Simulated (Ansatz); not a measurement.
# Amorphous Ag$_{10}$Ge$_{14}$Se$_{32}$

It comes from a melt-quench run on a machine-learned potential (CHGNet), relaxed afterwards by DFT. The hot cell started wider than the set density and was brought back towards it in steps. It is the lowest in DFT energy of 4 quenches. It is a model cell: composition and starting density were chosen by hand, and all elements were melted together. The geometry includes D3(BJ) dispersion.

The numbers are results of PBE-D3(BJ), scalar-relativistic without spin-orbit coupling, PAW (Ansatz default set, large-core Se) (plane waves to 420 eV; Ansatz, a program for electronic structure), not measurements. Geometry, pressure, stress and energy are those of the PBE run. Its sampling: a 2×2×2 Γ-centred mesh; Fermi-Dirac width 0.05 eV; no spin polarisation.

* **Number of atoms in the cell**: 56
* **Density (volume relaxed, with D3(BJ))**: 5.40 g/cm^3
* **Volume per atom**: 25.39 Å^3
* **Pressure on a 2×2×2 Γ-centred mesh**: 0.02 GPa
* **Largest force and stress component on that mesh (the relaxation ran on one k-point at (1/4, 1/4, 1/4))**: 0.11 eV/Å and 0.4 GPa
* **Gap on a 2×2×2 Γ-centred mesh (PBE)**: 0.54 eV
* **Gap at the zone centre (PBE)**: 0.73 eV

Neighbours within Ag-Ag 3.34 Å, Ag-Ge 3.18 Å, Ag-Se 3.00 Å, Ge-Ge 2.85 Å, Ge-Se 2.88 Å, Se-Se 2.76 Å count as bonded.

| Item | Result |
|---|---|
| Mean coordination of Ag | 4.40 (1 with 3, 4 with 4, 5 with 5) |
| Mean coordination of Ge | 3.86 (2 with 3, 12 with 4) |
| Mean coordination of Se | 2.94 (7 with 2, 20 with 3, 5 with 4) |
| Mean Ge-Se bond | 2.472 Å (spread 0.095 Å, 52 counted) |
| Mean Ag-Se bond | 2.683 Å (spread 0.107 Å, 32 counted) |

Its density started from a set value of 4.94 g/cm³. The quench (nominally 17 K/ps over its main leg) was far faster than any real one, so the model tends to hold more defects than a real film. Values belong to this one cell and scatter from quench to quench. The volume was free in the relaxation, at fixed shape.
